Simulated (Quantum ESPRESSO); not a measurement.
Worked example: self-consistent single point of Bi (R-3m, 2 atoms in the cell) in Quantum ESPRESSO.

Method of the run: PBEsol, PseudoDojo standard norm-conserving (PBESOL) pseudopotentials (plane waves; Quantum ESPRESSO).

```yaml
crystal:
  lattice:
    - [4.14499, -2.26363, 0.00000]
    - [4.14499, 2.26363, 0.00000]
    - [2.90880, 0.00000, 3.72073]
  atoms:
    - { symbol: Bi, position: [0.23824, 0.23824, 0.23824] }
    - { symbol: Bi, position: [0.76600, 0.76600, 0.76600] }
```

Reference input (self-consistent single point, DFT, PBEsol, plane waves, PseudoDojo standard norm-conserving (PBESOL) pseudopotentials): ecutwfc = 70 Ry; occupations = smearing; smearing = gaussian; degauss = 0.0073499 Ry; potentials = {Bi: Bi.upf}; K_POINTS = automatic 5 5 5 0 0 0; conv_thr = 1e-09 Ry; mixing_beta = 0.7. This run's input differs from it in these lines:

```diff
@@ -27,3 +27,3 @@
 K_POINTS {automatic}
-5 5 5  0 0 0
+3 3 3  0 0 0
 CELL_PARAMETERS {bohr}
```

Output, abridged:

```
     Self-consistent Calculation

     iteration #  1     ecut=    70.00 Ry     beta= 0.70

     Threshold (ethr) on eigenvalues was too large:
     Diagonalizing with lowered threshold

     total energy              =    -326.73198445 Ry
     estimated scf accuracy    <       0.00649339 Ry

     iteration #  2     ecut=    70.00 Ry     beta= 0.70

     total energy              =    -326.73252524 Ry
     estimated scf accuracy    <       0.00054187 Ry

     iteration #  3     ecut=    70.00 Ry     beta= 0.70

     total energy              =    -326.73260880 Ry
     estimated scf accuracy    <       0.00012429 Ry

   [... 2 blocks of this kind left out ...]

     iteration #  6     ecut=    70.00 Ry     beta= 0.70

     total energy              =    -326.73263706 Ry
     estimated scf accuracy    <          3.8E-09 Ry

     iteration #  7     ecut=    70.00 Ry     beta= 0.70
     End of self-consistent calculation

     the Fermi energy is     9.6958 ev

!    total energy              =    -326.73263706 Ry
     estimated scf accuracy    <          1.2E-10 Ry
     smearing contrib. (-TS)   =      -0.00000000 Ry
     internal energy E=F+TS    =    -326.73263706 Ry

     convergence has been achieved in   7 iterations

     Forces acting on atoms (cartesian axes, Ry/au):

     atom    1 type  1   force =    -0.00708436    0.00000000   -0.00235223
     atom    2 type  1   force =     0.00708436    0.00000000    0.00235223

     Total force =     0.010557     Total SCF correction =     0.000036

          total   stress  (Ry/bohr**3)                   (kbar)     P=       -8.58
  -0.00012886   0.00000000  -0.00003719          -18.96        0.00       -5.47
   0.00000000  -0.00001692   0.00000000            0.00       -2.49        0.00
  -0.00003719   0.00000000  -0.00002927           -5.47        0.00       -4.31

   JOB DONE.
```

The run converged in 7 iterations. Against the reference run the free energy drops by 53.5 meV/atom, the pressure stays near -0.86 GPa while the xx stress (positive for compression) goes from -1.34 to -1.90 GPa, the largest force goes from 0.171 to 0.192 eV/Å and the gap on the mesh goes from 0.260 to 1.289 eV.

The starting cell has typed, rounded lattice constants, without a prior relaxation at this level. Its lattice was rescaled by up to half a per cent. One atom was moved a little off its site on purpose. Spin-orbit coupling is off. Another mesh or the band path of this cell gives a smaller gap, so this value is not converged in the mesh.
